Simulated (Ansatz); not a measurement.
**Worked example: self-consistent single point of CuAgO2 (Cm, 4 atoms in the cell) in Ansatz (an electronic-structure program)**

Method: PBEsol, default PAW files made with PBE (plane waves; Ansatz).

The input file:

Ansatz 0.2 input:
```yaml
# CuAgO2
crystal:
  lattice:
    - [3.29557700, -1.41971600, 0.00000000]
    - [3.29557700, 1.41971600, 0.00000000]
    - [-2.38086000, 0.00000000, 5.55598100]
  atoms:
    - { symbol: Cu, position: [0.50325100, 0.50325100, 0.50899900] }
    - { symbol: Ag, position: [0.00000000, 0.00000000, 0.00000000] }
    - { symbol: O, position: [0.87545000, 0.87545000, 0.28377000] }
    - { symbol: O, position: [0.12455000, 0.12455000, 0.71623000] }
basis:
  ecutwfc: 420.0
kpoints:
  mp_grid: { grid: [9, 9, 4] }
hamiltonian:
  xc: pbesol
  pseudopotentials: { kind: paw }
scf:
  occupations: { method: gaussian, width: 0.1 }
output:
  forces: true
  eigenvalues: true
  stress: true
```

The program printed (abridged):

```
WARN ansatz: RAYON_NUM_THREADS=1 ignored (pool sized by the plan → 1); use --threads N
Pseudopotentials: kind: paw
Pseudopotential: Cu, paw, valence charge 19
Pseudopotential: Ag, paw, valence charge 19
Pseudopotential: O, paw, valence charge 6
Crystal: 4 atoms, lattice volume = 51.990 Å³
Basis set: ecut = 420 eV, 991 PW (Γ), exchange–correlation on 48×48×90 points (8 copies of the dense FFT grid, shifted against one another)
Bands: 30, of which v1, the nominal top of the filled ones, is band 25 counted from 1 (24 counted from 0)
Symmetry: 2 space group operations
Space group: Cm (ITA 8), of the structure as read, at distance tolerance 3.7e-5 Å
k-points: 95 of 324 (time reversal used)
PAW frozen core: Cu, regenerated for the run's functional, and the local potential with it
PAW frozen core: Ag, regenerated for the run's functional, and the local potential with it
PAW frozen core: O, regenerated for the run's functional, and the local potential with it
Initial density: superposition of atomic densities (neutral atoms: chi_scale 0, normalization atom), corrected by the library's trained network
Initial wavefunctions: pseudopotential atomic-orbital guess
Eigensolver: davidson
Functional: x = pbesol(κ = 0.804, μ = 0.12345679012345678), c = pbesol(β = 0.046)
SCF iter   1: F=—  HF=-15228.979110 eV  |F-HF|=—  |Δ(HF+E_count)|=         —  Δρ=1.86e-2  dr2=1.44e-1  ethr=1.77e-3  ⟨swp⟩=5.3  Hψ=10525  notcnv=0
all-band conjugate gradients solve this SCF's bands
preconditioner: auto → LDOS
SCF iter   2: F=—  HF=-15228.986732 eV  |F-HF|=—  |Δ(HF+E_count)|=   7.62e-3  Δρ=2.11e-2  dr2=1.38e-1  ethr=2.87e-4  ⟨swp⟩=2.1  Hψ=6091  notcnv=0  defer=60
SCF iter   3: F=—  HF=-15228.942942 eV  |F-HF|=—  |Δ(HF+E_count)|=   4.38e-2  Δρ=3.08e-3  dr2=4.27e-3  ethr=2.75e-4  ⟨swp⟩=2.0  Hψ=4630  notcnv=0  defer=60
SCF iter   4: F=—  HF=-15228.942466 eV  |F-HF|=—  |Δ(HF+E_count)|=   4.76e-4  Δρ=1.34e-3  dr2=9.63e-4  ethr=8.55e-6  ⟨swp⟩=2.4  Hψ=4787  notcnv=0  defer=60
SCF iter   5: F=—  HF=-15228.942293 eV  |F-HF|=—  |Δ(HF+E_count)|=   1.73e-4  Δρ=4.64e-4  dr2=1.15e-4  ethr=1.93e-6  ⟨swp⟩=2.7  Hψ=4622  notcnv=0  defer=60
SCF iter   6: F=—  HF=-15228.942279 eV  |F-HF|=—  |Δ(HF+E_count)|=   1.41e-5  Δρ=6.80e-5  dr2=8.69e-7  ethr=2.30e-7  ⟨swp⟩=2.4  Hψ=4295  notcnv=0  defer=60
SCF iter   7: F=—  HF=-15228.942279 eV  |F-HF|=—  |Δ(HF+E_count)|=   3.14e-7  Δρ=2.17e-5  dr2=2.25e-7  ethr=2.00e-10  ⟨swp⟩=7.2  Hψ=12394  notcnv=0
SCF iter   8: F=—  HF=-15228.942279 eV  |F-HF|=—  |Δ(HF+E_count)|=   6.32e-9  Δρ=1.71e-5  dr2=1.05e-7  ethr=2.00e-10  ⟨swp⟩=4.0  Hψ=9347  notcnv=0
SCF iter   9: F=-15228.942279 eV  HF=-15228.942279 eV  |F-HF|=5.40e-9  |Δ(HF+E_count)|=   1.29e-8  Δρ=4.02e-6  dr2=5.87e-9  ethr=2.00e-10  ⟨swp⟩=3.1  Hψ=8004  notcnv=0
SCF 1 converged in 9 iterations: F = -15228.942279 eV  dr2 = 5.87e-9
SCF converged after 9 iterations
Free energy (F): -15228.942279 eV
Harris-Foulkes:  -15228.942279 eV  (|F-HF|=5.40e-9)
Internal energy: -15228.933665 eV  (E = F + TS)
E sigma→0 (E₀):  -15228.937972 eV
Entropy (-TS):   -0.008615 eV (-2.154 meV/atom)
Fermi energy:    9.982999 eV
--- Per-component energies (eV) ---
  E_band       = -822.864880
  E_kinetic    = 1165.637091
  E_local      = -8280.680267  (includes V_loc(G=0)·N_el)
  E_nonlocal   = 566.259850
  E_hartree    = 3586.741487
  E_xc         = -413.969528
  E_vxc        = -530.802148  (∫ρ·V_xc dr)
  E_paw        = -5757.332231  (= ΣΔE_a)
  E_vpaw       = -916.762026  (= ΣTr[D̂ρ^β])
  E_aug_tail   = 0.005135  (compensation charges beyond the density's cutoff)
  E_ewald      = -6096.194718
  E_core_change = 0.599517  (= ΣΔE_core)
  E_smearing   = -0.008615  (= −TS)
  E_closure    = -0.000000  (closes the sum)
  Σ components = -15228.942279   (vs F -15228.942279, Δ=0.00e0)
--- Forces (eV/Å), atoms counted from 1 ---
  atom   1  Cu    -0.19412643     0.00000000    -1.18683242
  atom   2  Ag    -0.01348952     0.00000000     0.14971129
  atom   3  O      0.40313378    -0.00000000     0.57055441
  atom   4  O     -0.19552355     0.00000000     0.46656705
  max |Σ_I F_I| component: 5.73e-6 eV/Å
--- Stress (GPa, compression-positive) ---
       -5.728574       0.000000       1.424832
        0.000000      -8.582060       0.000000
        1.424828       0.000000      -9.287781
  P = ⅓ Tr σ = -7.8661 GPa (-78.661 kbar)
  The stress holds the Pulay correction. Without it, at fixed plane waves, as pw.x and ABINIT print it: P = -8.4202 GPa
--- Band table (eV; the first three rows and the last of 95) ---
  k-point 0: bands = ["-102.8034", "-80.5732", "-60.6111", "-60.5528", "-59.7394", "-44.1601", "-44.0857", "-43.9807", "-8.8394", "-7.6026", "2.9442", "4.3238", "5.0565", "5.8972", "6.4747", "6.9493", "7.0575", "7.3015", "7.4213", "7.4434", [...]
  k-point 1: bands = ["-102.8034", "-80.5732", "-60.6111", "-60.5528", "-59.7394", "-44.1601", "-44.0857", "-43.9807", "-8.7724", "-7.6976", "3.3175", "4.3574", "5.1119", "5.8539", "6.0992", "6.4428", "6.9662", "7.0428", "7.3497", "7.5596", [...]
  k-point 2: bands = ["-102.8034", "-80.5732", "-60.6111", "-60.5528", "-59.7394", "-44.1601", "-44.0857", "-43.9807", "-8.6921", "-7.8054", "3.9399", "4.3932", "5.0475", "5.3214", "6.0131", "6.1373", "6.7422", "7.1043", "7.3656", "7.5392", [...]
  k-point 94: bands = ["-102.8033", "-80.5720", "-60.6134", "-60.5525", "-59.7400", "-44.1631", "-44.0991", "-43.9832", "-8.5017", "-7.5847", "3.7370", "4.2237", "4.3706", "5.4918", "5.6427", "6.2487", "6.4199", "7.3442", "7.4339", "7.6344", [...]
```

The run converged in 9 iterations.

The starting cell comes from a database of computed structures (which also holds hypothetical and non-ambient phases and stackings), without a prior relaxation at this level. Its lattice was rescaled by up to half a per cent. One atom was moved a little off its site on purpose. Spin polarisation is off, so a magnetic state, if there is one, cannot be reached. With a pressure of about -8 GPa the cell is away from its equilibrium volume at this level. Forces in this geometry exceed 1 eV/Å. Ansatz's pressure includes its estimate of the finite-basis (Pulay) stress. Without the estimate this run gives -8.42 GPa. The run gives no clean gap (levels at the Fermi energy touch, overlap or are partly filled at this smearing), which alone does not show that the compound is a metal.
